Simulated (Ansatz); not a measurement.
We consider BN (model structure, started from the rocksalt type, Fm-3m, No. 225, 2 atoms in the cell), described by LDA (plane waves, PAW; Ansatz, a first-principles code).

Run with plane-wave cutoff 520 eV, 16×16×16 k mesh, Fermi–Dirac smearing 0.01 eV, scalar-relativistic PAW data made under PBE.

Cell (relaxed at this level):

Space group Fm-3m (No. 225); a = b = c = 3.459 Å, α = β = γ = 90.00°

```tsv
atom	site	symmetry	x	y	z
N	4a	m-3m	0.0000	0.0000	0.0000
B	4b	m-3m	0.5000	0.5000	0.5000
```
(The calculation used a cell of 2 atoms; values per cell refer to that cell.)

### Question
Give the computed band gap, smallest direct gap on the k points sampled and Γ–Γ gap.

### Answer

- band gap = 1.58 eV (indirect)
- smallest direct gap on the k points sampled = 5.83 eV
- Γ–Γ gap = 10.99 eV

Note: the relaxation could raise the start's symmetry but not lower it, so the cell can be a saddle point.

Static lattice: no zero-point or thermal effects.

A model structure was made by putting elements into a prototype or built by hand; it is no filed structure, need not be a known phase, and can be a saddle point held by its symmetry.
